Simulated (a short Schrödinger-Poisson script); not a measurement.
# MOS inversion layer, Si3N4 on p-type Si(100)

Stack: MOS inversion layer, Si3N4 on p-type Si(100), at 300 K.

| layer | material | thickness (nm) | Na (cm⁻³) |
|---|---|---|---|
| 1 | Si3N4 | 3.7 | - |
| 2 | Si | 320 | 1.8e18 |

The device is made up for the run: typed textbook-type constants, with dimensions and the other settings drawn at random. Si3N4: permittivity 7.5, conduction-band edge (eV) 1.95, gap (eV) 5.1, electron mass (mₑ) 0.5. Si: permittivity 11.7, conduction-band edge (eV) 0, gap (eV) 1.124, Nv at 300 K (cm⁻³) 3.1e19.

Channel valleys (confinement mass, in-plane density-of-states mass, number): Δ2 0.916, 0.19, 2; Δ4 0.19, 0.417, 4. At the gate the conduction-band edge of layer 1 lies 2.42 eV − eVg above the Fermi level of the channel; the field vanishes at the back. Gaps are held at their typed values at every temperature. Mesh 0.03 nm at interfaces.

Solved with a short Schrödinger-Poisson script written for these runs: 1D Poisson equation in equilibrium, electrons quantum, Hartree (BenDaniel-Duke, 12 states a valley, the channel's in-plane mass for all, wave functions free to enter the dielectric), parabolic valleys, classical holes, full ionisation, no traps, pinning or gate leakage.

| Vg (V) | electrons (cm⁻²) | C (μF/cm²) | Δ2 E0 (meV) | Δ2 E1 (meV) | Δ4 E0 (meV) | Δ4 E1 (meV) |
|---|---|---|---|---|---|---|
| 0.6 | 3.40e6 | 0.353 | 371.3 | 463.7 | 433.1 | 584.0 |
| 0.7 | 6.43e7 | 0.339 | 294.7 | 390.7 | 358.5 | 515.7 |
| 0.8 | 1.26e9 | 0.331 | 217.2 | 316.6 | 282.9 | 446.0 |
| 0.9 | 2.39e10 | 0.401 | 140.6 | 243.1 | 208.0 | 376.6 |
| 1 | 2.47e11 | 0.846 | 79.4 | 184.9 | 148.4 | 321.6 |
| 1.1 | 8.30e11 | 1.20 | 46.6 | 155.1 | 117.2 | 293.6 |
| 1.2 | 1.59e12 | 1.34 | 27.9 | 139.3 | 100.1 | 279.1 |
| 1.3 | 2.43e12 | 1.40 | 14.9 | 129.3 | 88.8 | 270.1 |
| 1.4 | 3.31e12 | 1.44 | 4.8 | 122.0 | 80.3 | 263.7 |
| 1.5 | 4.21e12 | 1.47 | -3.6 | 116.5 | 73.4 | 258.8 |
| 1.6 | 5.13e12 | 1.49 | -10.9 | 112.0 | 67.5 | 255.0 |
| 1.7 | 6.06e12 | 1.50 | -17.4 | 108.3 | 62.5 | 251.9 |
| 1.8 | 7.00e12 | 1.52 | -23.3 | 105.1 | 57.9 | 249.2 |
| 1.9 | 7.95e12 | 1.53 | -28.9 | 102.3 | 53.8 | 247.0 |
| 2 | 8.90e12 | 1.54 | -34.0 | 99.9 | 50.0 | 245.1 |
| 2.1 | 9.86e12 | 1.54 | -38.9 | 97.8 | 46.4 | 243.5 |
| 2.2 | 1.08e13 | 1.55 | -43.5 | 95.9 | 43.1 | - |
| 2.3 | 1.18e13 | 1.56 | -47.9 | 94.2 | 40.0 | - |
| 2.4 | 1.28e13 | 1.56 | -52.2 | - | - | - |

Gate voltages with under 1e6 electrons/cm² are left out.

Subbands count from the Fermi level; a dash marks a level above the dielectric's band edge.
